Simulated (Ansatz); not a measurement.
Base system: Hf in the hcp (Mg type) structure (space group P6_3/mmc, No. 194; a = 3.204 Å, c = 5.073 Å; relaxed with 0.1 eV smearing).

Calculations: PBE, PAW, 420 eV (Ansatz, an electronic-structure program; without spin-orbit coupling).

Before the change:

| Property | Value |
|---|---|
| Pressure | 0.0 GPa |
| Band gap | zero |

Modification: an isotropic linear strain of +1.50 %, atoms relaxed at fixed cell.

Q: Predict the new energy relative to the base.

A: The energy rises by 15 meV/atom.

Q: Estimate the effect on the pressure.

A: The pressure (mean of the normal stresses, compression positive) goes from zero to -4.4 GPa.

Q: What does the calculation give for the band gap after the change?

A: The band gap stays zero.

No phonon test of stability was made. All final runs are without spin polarisation.
